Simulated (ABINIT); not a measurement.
Input and output of a self-consistent single point for ZrS (Fm-3m, 2 atoms in the cell) (ABINIT).

Method of the run: PBEsol, spin-orbit coupling, norm-conserving pseudopotentials (PseudoDojo nc-fr-04 PBEsol standard) (plane waves; ABINIT).

```xyz
2
Lattice="0.0000 2.6235 2.6235 2.6235 0.0000 2.6235 2.6235 2.6235 0.0000" Properties=species:S:1:pos:R:3 pbc="T T T"
Zr     0.0000     0.0000     0.0000
S      2.6235     2.6235     2.6235
```

Reference input (self-consistent single point, DFT, PBEsol, plane waves, norm-conserving pseudopotentials (PseudoDojo nc-sr-04 PBEsol standard)): pseudos = [Zr.upf, S.upf]; ecut = 33 Ha; occopt = 7; tsmear = 0.00999582 Ha; ngkpt = 11 11 11; nshiftk = 1; shiftk = 0 0 0; potentials = PseudoDojo nc-sr-04 PBEsol standard; nband = 14; kptopt = 1; nstep = 80; tolvrs = 1e-11. This run's input differs from it in these lines:

```diff
@@ -1,2 +1,2 @@
-# ZrS, PseudoDojo nc-sr-04 PBEsol standard
+# ZrS, PseudoDojo nc-fr-04 PBEsol standard
 pp_dirpath "./"
@@ -16,5 +16,7 @@
 ecut 33
+nspinor 2
+nspden 1
 occopt 7
 tsmear 0.00999582
-nband 14
+nband 30
 kptopt 1
```

Its files differ too (potentials: PseudoDojo nc-sr-04 PBEsol standard → PseudoDojo nc-fr-04 PBEsol standard).

Log, with long lists cut:

```
--- !BeginCycle
solver: {iscf: 7, nstep: 80, nline: 4, wfoptalg: 0, }
tolerances: {tolvrs: 1.00E-11, }
...

     iter   Etot(hartree)      deltaE(h)  residm     vres2
 ETOT  1  -61.690586100825    -6.169E+01 8.114E-02 7.738E+01
 ETOT  2  -61.718885131185    -2.830E-02 6.850E-02 4.480E+01
 ETOT  3  -61.725045883209    -6.161E-03 1.307E-02 2.749E-02
 ETOT  4  -61.725057212543    -1.133E-05 3.707E-03 7.433E-04
 ETOT  5  -61.725057325725    -1.132E-07 3.822E-03 8.665E-05
 ETOT  6  -61.725057337224    -1.150E-08 2.061E-03 1.507E-08
 ETOT  7  -61.725057337229    -5.741E-12 2.093E-03 7.423E-09
 ETOT  8  -61.725057337231    -1.656E-12 1.086E-03 1.109E-10
 ETOT  9  -61.725057337231    -6.395E-14 5.991E-04 1.558E-12
 At SCF step    9       vres2   =  1.56E-12 < tolvrs=  1.00E-11 =>converged.

 Cartesian components of stress tensor (hartree/bohr^3)
  sigma(1 1)=  1.98854289E-04  sigma(3 2)=  0.00000000E+00
  sigma(2 2)=  1.98854289E-04  sigma(3 1)=  0.00000000E+00
  sigma(3 3)=  1.98854289E-04  sigma(2 1)=  0.00000000E+00

 ----iterations are completed or convergence reached----

 reduced coordinates (array xred) for    2 atoms
       0.000000000000      0.000000000000      0.000000000000
       0.500000000000      0.500000000000      0.500000000000
 cartesian forces (eV/Angstrom) at end:
    1     -0.00000000000000    -0.00000000000000    -0.00000000000000
    2     -0.00000000000000    -0.00000000000000    -0.00000000000000
 frms,max,avg= 0.0000000E+00 0.0000000E+00   0.000E+00  0.000E+00  0.000E+00 e/A
   [... lines left out ...]
 Fermi (or HOMO) energy (hartree) =   0.42307   Average Vxc (hartree)=  -0.42985
   [... lines left out ...]
total_energy        : -6.17250573372310E+01
total_energy_eV     : -1.67962422898390E+03
band_energy         : -4.68555468522376E+00
...

-Cartesian components of stress tensor (GPa)         [Pressure= -5.8505E+00 GPa]
- sigma(1 1)=  5.85049419E+00  sigma(3 2)=  0.00000000E+00
- sigma(2 2)=  5.85049419E+00  sigma(3 1)=  0.00000000E+00
- sigma(3 3)=  5.85049419E+00  sigma(2 1)=  0.00000000E+00

 Calculation completed.
```

The run converged in 9 iterations. Against the reference run the pressure moves little (-5.93 to -5.85 GPa).

The starting cell comes from a database of computed structures (which also holds hypothetical and non-ambient phases and stackings), without a prior relaxation at this level. With a pressure of about -6 GPa the cell is away from its equilibrium volume at this level.

Cost on one core of a shared machine: roughly 5 min.
